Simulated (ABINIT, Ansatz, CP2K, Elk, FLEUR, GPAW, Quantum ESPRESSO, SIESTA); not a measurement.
**One structure in several programs: Mg₅Pt (C2/m, 6 atoms in the cell)**

Self-consistent single point, at a second geometry (lattice scaled by 0.98). First geometry:

```
CELL_PARAMETERS angstrom
      5.26490    -1.66597     0.00000
      5.26490     1.66597     0.00000
     -2.57697     0.00000     6.90411
ATOMIC_POSITIONS crystal
  Mg 0.33861 0.33861 0.70292
  Mg 0.66139 0.66139 0.29708
  Mg 0.00000 0.00000 0.50000
  Mg 0.35529 0.35529 0.14472
  Mg 0.64471 0.64471 0.85528
  Pt 0.00000 0.00000 0.00000
```

Shared settings, as Ansatz (a quantum-chemistry and plane-wave program) writes them: kpoints.mp_grid.grid = 5 5 3; scf.occupations.method = fermi_dirac; scf.occupations.width = 0.0073 Ry. Potentials and cutoffs stand in the table.

```
code                                                                                                                                      model  ΔF from the first geometry (meV/atom)  pressure (GPa)  largest force (eV/Å)           cutoff
----------------  -----------------------------------------------------------------------------------------------------------------------------  -------------------------------------  --------------  --------------------  ---------------
Ansatz                                                                                                          PBEsol, PAW files made with PBE                                    1.3            2.13                 0.191          30.9 Ry
CP2K                                                                 PBEsol, GPW, DZVP-MOLOPT-PBE-GTH basis, GTH-PBE potentials (POTENTIAL_UZH)                                   14.1            3.97                 0.462     grid 1000 Ry
SIESTA            GGA PBEsol, numerical atomic orbitals DZP, PseudoDojo PBEsol standard norm-conserving potentials (rewritten from UPF to PSML)                                   19.3            4.74                 0.297      grid 400 Ry
Quantum ESPRESSO                                                                           PBEsol, SSSP 1.1.2 efficiency (PBE) pseudopotentials                                    1.7            2.09                 0.206            40 Ry
GPAW                                                                                      PBEsol, GPAW PAW datasets PBEsol (made by gpaw-setup)                                    2.1            2.27                 0.207           800 eV
FLEUR                                                                           PBEsol, all-electron FLAPW (FLEUR), scalar-relativistic valence                                    1.1               –                 0.205  Kmax 4.3 1/bohr
ABINIT                                                           PBEsol, norm-conserving pseudopotentials (PseudoDojo nc-sr-04 PBEsol standard)                                    1.7            2.18                 0.192            42 Ha
Elk                                           PBEsol, all-electron FP-LAPW, Elk's shipped species files, APW+lo basis with extra local orbitals                                    1.1               –                     –         rgkmax 8
```

Size of the force on each atom (eV/Å): Sizes of forces hide their directions.

| code | Mg1 | Mg2 | Mg3 | Mg4 | Mg5 | Pt6 |
|---|---|---|---|---|---|---|
| Ansatz | 0.179 | 0.179 | 0.000 | 0.191 | 0.191 | 0.000 |
| CP2K | 0.462 | 0.462 | 0.000 | 0.195 | 0.195 | 0.000 |
| SIESTA | 0.297 | 0.297 | 0.000 | 0.240 | 0.240 | 0.000 |
| Quantum ESPRESSO | 0.192 | 0.192 | 0.000 | 0.206 | 0.206 | 0.000 |
| GPAW | 0.195 | 0.195 | 0.000 | 0.207 | 0.207 | 0.000 |
| FLEUR | 0.186 | 0.186 | 0.000 | 0.205 | 0.205 | 0.000 |
| ABINIT | 0.180 | 0.180 | 0.000 | 0.192 | 0.192 | 0.000 |

A dash marks a value that a program does not give, or that is left out as unsure.

On Ansatz's run: spin-orbit coupling is off. Spin polarisation is off.

The spread over the programs that give each value: ΔF from the first geometry within 18.2 meV/atom; pressure within 2.65 GPa; largest force within 0.271 eV/Å.

CP2K and SIESTA use small atom-centred bases, whose incompleteness enters pressures, forces and empty levels differently from a plane-wave cutoff. FLEUR and Elk treat all electrons, but the usual bases taken here (sphere radii, linearisation, local orbitals, empty states) were not tested for convergence, so the values are no reference for the others. Ansatz's pressure is given at a fixed set of plane waves, as the other plane-wave codes print theirs. In the pressure, CP2K (by 1.81) and SIESTA (by 2.59) lie more than 1 GPa from the median of the plane-wave programs. In the force vectors, CP2K (by 0.301) and SIESTA (by 0.113) lie more than 0.08 eV/Å from the median of the plane-wave programs.

The shared mesh is coarse (it stands for a supercell whose shortest vector is 16 Å), so the values are not converged in it.

The starting cell comes from a database of computed structures (which also holds hypothetical and non-ambient phases and stackings), without a prior relaxation at this level. For this run, on top of that: lattice scaled by 0.98.

Keys are those of Ansatz 0.2.
